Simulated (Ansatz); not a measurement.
Na: stress against strain

Na (bcc, Im-3m, 36.346 Å³/atom at rest) under an equal strain ε in the (001) plane with the normal axis free, as in a coherent film. PBEsol in Ansatz, a plane-wave DFT program (PAW, default set), 420 eV, 22×22×22 Γ-centred mesh, Fermi-Dirac smearing 0.10 eV; ions are relaxed within the symmetry of each cell. Stress is positive for a compressed cell.

Here s stands for strain and y for stress xx.

```
strain (%)  stress xx (GPa)
----------  ---------------
-1.50                  0.04
-1.00                  0.04
-0.50                  0.02
0.00                   0.00
0.50                  -0.02
1.00                  -0.05
1.50                  -0.08
3.00                      ?
```

### Question
Using a straight line, estimate the missing y at s = 3.00 from the other rows, showing the fit.

### Answer
Means: s 0, y -0.007. About the means, the sum of products is -0.29000 and the sum of squares of s is 7.0000; the slope is their ratio. Least squares gives y = -0.007 - 0.0414·s. Residuals (row less fit): -0.015, 0.006, 0.006, 0.007, 0.008, -0.002, -0.011; standard error 0.010 (degrees of freedom: 5). The slope gives the biaxial elastic modulus of this plane = 4.1 ± 0.4 GPa. At the withheld row, y = -0.007 - 0.0414 × 3.0 = -0.131 GPa. The calculation gives -0.17 GPa, 0.039 GPa below the prediction (18.6 % of the range of y in the table). The row lies outside the fitted rows, so this is an extrapolation. From the scatter of the fitted rows alone, a prediction at this place has a standard error of 0.016 GPa, so the miss is 2.4 times that.

One order more, fitted to all 13 runs of the series, follows each within 0.01, so the miss is the next term of a smooth law. In a metal these values are sensitive to mesh and smearing; energies are taken to zero smearing, stresses follow the free energy. Rows are the converged runs of the series near zero and its far end; series whose fitted rows scatter by over a few per cent of the range, as at a crossing or softening among them, aren't shown in this form. Most that stay on the fit to the last digits aren't either.
